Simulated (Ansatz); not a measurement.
# β-phase InSe (model structure)

All values below come from LDA (PAW; Ansatz, an electronic-structure program).

Cell: relaxed at this level.

interlayer binding energy: 10.1 meV/Å²
layer repeat distance: 8.230 Å
gap between the layers: 2.945 Å

Note: the relaxation could raise the start's symmetry but not lower it, so the cell can be a saddle point.

Spin–orbit coupling is not included.

The computed numbers hold no vibrational or temperature effects.

A model structure was made by putting elements into a prototype or built by hand; it is no filed structure, need not be a known phase, and can be a saddle point held by its symmetry.
